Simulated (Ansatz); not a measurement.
The starting structures come from a database of crystals and need not be the phases stable at ambient conditions.

 Where the default PAW files enter, the runs use the earlier of Ansatz's two default sets.

Input:

```
AlN
1.0
    2.87725     0.00000     0.00000
    0.00000     2.87725     0.00000
    1.43862    -1.43862     2.03452
Al N
1 1
Direct
  0.50000   0.50000   0.00000
  0.00000   0.00000   0.00000
```

Space group of this cell: Fm-3m, rock salt. The cell is taken as given; by r2SCAN its mean pressure is -6.3 GPa.

The current runs along the normal of the first two printed vectors, the (001) plane. All runs by Ansatz (a program for electronic structure), plane waves and PAW, without spin-orbit coupling; the base is r2SCAN.

```json
[
 {"run": "base", "mean pressure (GPa)": "-6.3", "gap (eV)": "5.28", "mid-gap κ (1/Å)": "0.354"},
 {"run": "all lengths scaled by 0.98", "mean pressure (GPa)": "10.9", "gap (eV)": "5.90", "mid-gap κ (1/Å)": "0.381"},
 {"run": "all lengths scaled by 1.02", "mean pressure (GPa)": "-19.6", "gap (eV)": "4.71", "mid-gap κ (1/Å)": "0.316"},
 {"run": "lda in place of r2scan", "mean pressure (GPa)": "-11.1", "gap (eV)": "[?]", "mid-gap κ (1/Å)": "[?]"},
 {"run": "lengths across the current scaled by 0.98, ions clamped", "mean pressure (GPa)": "4.9", "gap (eV)": "[?]", "mid-gap κ (1/Å)": "[?]"},
 {"run": "lengths across the current scaled by 1.02, ions clamped", "mean pressure (GPa)": "-15.3", "gap (eV)": "4.74", "mid-gap κ (1/Å)": "0.340"},
 {"run": "lengths along the current scaled by 0.97, ions clamped", "mean pressure (GPa)": "2.3", "gap (eV)": "5.34", "mid-gap κ (1/Å)": "0.388"},
 {"run": "lengths along the current scaled by 1.03, ions clamped", "mean pressure (GPa)": "-12.9", "gap (eV)": "4.78", "mid-gap κ (1/Å)": "0.318"},
 {"run": "pbesol in place of r2scan", "mean pressure (GPa)": "-4.6", "gap (eV)": "[?]", "mid-gap κ (1/Å)": "[?]"}
]
```

Fill in the missing entries.


- lda in place of r2scan, gap (eV): 4.29
- lda in place of r2scan, mid-gap κ (1/Å): 0.335
- lengths across the current scaled by 0.98, ions clamped, gap (eV): 5.54
- lengths across the current scaled by 0.98, ions clamped, mid-gap κ (1/Å): 0.367
- pbesol in place of r2scan, gap (eV): 4.38
- pbesol in place of r2scan, mid-gap κ (1/Å): 0.329
